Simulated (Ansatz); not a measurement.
The starting structures come from a database of crystals and need not be the phases stable at ambient conditions.

Tunnelling through a barrier is set by its complex band structure: the current falls as exp(−2κd) with the smallest κ.

```
Rb2F6Ge
1.0
    7.51104     0.00000     0.00000
    0.74987     7.47352     0.00000
    3.00359     2.71730     2.48089
Rb Ge F
2 1 6
Direct
  0.66667   0.33333   0.69847
  0.33333   0.66667   0.30153
  0.00000   0.00000   0.00000
  0.14900   0.85100   0.78570
  0.85100   0.14900   0.21430
  0.14900   0.29800   0.33870
  0.85100   0.70200   0.66130
  0.70200   0.85100   0.23270
  0.29800   0.14900   0.76730
```

Space group of this cell: P-3m1. The cell is taken as given.

Transport runs along the normal of the first two printed cell vectors, the (111) plane of the conventional cell.

The gap is the functional's own, uncorrected, and κ follows it; spin-orbit coupling is left out. Mid-gap values are interpolated between the computed energies.

Compute, with r2SCAN (Ansatz, a program for electronic structure), the band gap and the smallest decay constant κ at mid-gap.

Gap 7.19 eV on a 12×12×12 mesh; κ = 0.540 1/Å, at the zone centre.
